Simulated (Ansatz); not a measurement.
Results of rVV10 (plane waves, PAW; Ansatz, a quantum-chemistry and plane-wave program) for rock-salt LaS.

Run with plane-wave cutoff 520 eV, 16×16×16 k mesh, Fermi–Dirac smearing 0.05 eV, scalar-relativistic PAW data made under PBE.

Energies at three volumes about the minimum:

| V (Å³/atom) | E − E_lowest (meV/atom) |
|---|---|
| 25.456 | 2.70 |
| 25.976 | 0.00 |
| 26.495 | 2.51 |

Question: Fit a parabola by hand: where is the minimum, what lattice constant follows, and what is the bulk modulus?

Answer: Slopes: (0.00 − 2.70)/(25.976 − 25.456) = -5.192 and (2.51 − 0.00)/(26.495 − 25.976) = 4.836 meV/Å³. Curvature E″ = 2 × (4.836 − (-5.192))/(26.495 − 25.456) = 19.303 meV/Å⁶. From the middle of the first interval, the slope vanishes at V0 = 25.7160 − (-5.192)/19.303 = 25.985 Å³/atom. B = V0 E″ = 25.985 × 19.303 meV/Å³ × 0.1602 GPa per meV/Å³ = 80.4 GPa. With 8 atoms in the cube, a = (8 × 25.985)^(1/3) = 5.924 Å. The full Birch–Murnaghan fit to all volumes gives V0 = 25.976 Å³/atom and B0 = 80.3 GPa.

Note: the relaxation could not lower the start's symmetry, so the cell can be a saddle point above a distorted one.
